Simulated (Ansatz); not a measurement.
Consider TiS$_{2}$ in the CdI2 type structure (space group P-3m1, No. 164; layered, stacked along the Cartesian z axis).

```xyz
3
Lattice="3.3606 0.0000 0.0000 -1.6803 2.9104 0.0000 0.0000 0.0000 5.5224" Properties=species:S:1:pos:R:3 pbc="T T T"
Ti     0.0000     0.0000     0.0000
S      0.0000     1.9402     1.4279
S      1.6803     0.9701     4.0945
```

Computed with Kohn–Sham DFT with the PBE-D3(BJ) functional, run in Ansatz (a quantum-chemistry and plane-wave program) with PAW and 420 eV plane waves, no spin-orbit coupling.

For the base:

- Pressure: 0.0 GPa

The change: every lattice vector is shortened by 5.22 %; the atoms relax in the strained cell.

Estimate the effect on the energy relative to the base.

The energy increases by 83 meV/atom.

What happens to the pressure?

The pressure (mean of the normal stresses, compression positive) goes from zero to 11.6 GPa.

What happens to the largest internal atomic displacement?

The largest internal atomic displacement comes out as 0.120 Å.

Whether these cells are dynamically stable was not tested. All final runs are without spin polarisation.
